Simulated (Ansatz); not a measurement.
For Sn₃Ge (model structure, P-4m2, No. 115, 4 atoms in the cell), LDA in Ansatz (plane waves, PAW) gives:

```
Property                   Result
-------------------  ------------
lattice constant a        4.427 Å
lattice parameter c       6.286 Å
bulk modulus             49.7 GPa
cohesive energy      4.07 eV/atom
```

Q: What does PBE in Ansatz (PAW) give for the same quantities?

A: 
- lattice constant a: 4.547 Å (goes up by 2.7 %)
- lattice parameter c: 6.457 Å (goes up by 2.7 %)
- bulk modulus: 39.9 GPa (falls by 20 %)
- cohesive energy: 3.28 eV/atom (falls by 0.79 eV/atom)

Changes are worked out from the printed values.

Unless a cell is named, each level is at its own relaxed cell (LDA 30.80, PBE 33.38 Å³/atom).

Levels without +SOC leave out spin–orbit coupling, which shifts energies and cells of such heavy elements.

Caveats: the bulk modulus is −V dP/dV from two relaxed cells at ±2 % in volume (LDA, PBE). Ansatz's density-functional and Hartree–Fock values are scalar-relativistic unless marked +SOC, with PAW data made under PBE.

A model structure was made by putting elements into a prototype or built by hand; it is no filed structure, need not be a known phase, and can be a saddle point held by its symmetry.

Ansatz is an electronic-structure program.
